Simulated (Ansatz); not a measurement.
Start from CsBr in the zinc blende structure (space group F-43m, No. 216; a = 8.1930 Å; a hypothetical phase, not in the database extracts checked).

(Cell as relaxed with PBE.)

Levels (all Ansatz, a program for electronic structure, PAW): PBE (420 eV, without spin-orbit coupling); r2SCAN (500 eV, no spin-orbit coupling).

Each level relaxes its own structure.

```json
[
 {"base": "volume per atom", "PBE": "68.74 Å³", "r2SCAN": "68.04 Å³"},
 {"base": "lattice parameter a", "PBE": "8.193 Å", "r2SCAN": "8.165 Å"},
 {"base": "band gap", "PBE": "3.97 eV", "r2SCAN": "4.56 eV"}
]
```

Perturbation: a hydrostatic pressure of 30 GPa.

```tsv
quantity	PBE	r2SCAN
volume per atom	32.33 Å³	___
band gap	3.89 eV	___
hole mass (degenerate bands, along [100])	0.85, 2.0 mₑ (at X)	___
```

Given the PBE results, estimate those of r2SCAN.


- volume per atom, r2SCAN: 32.62 Å³
- band gap, r2SCAN: 4.26 eV
- hole mass (degenerate bands, along [100]), r2SCAN: 0.86, 2.1 mₑ (at X)

PBE's volume per atom lies 0.29 Å³ below r2SCAN's (0.9 %); PBE's band gap lies 0.37 eV below r2SCAN's. Neither level is exact; r2SCAN is the comparison here, not a measurement.

Load acts through the strain it causes; cell and atoms are relaxed under it. Masses are band curvatures over ±0.01 Å⁻¹ around the edge. Whether these cells are dynamically stable was not tested. No other phases were tried under pressure.
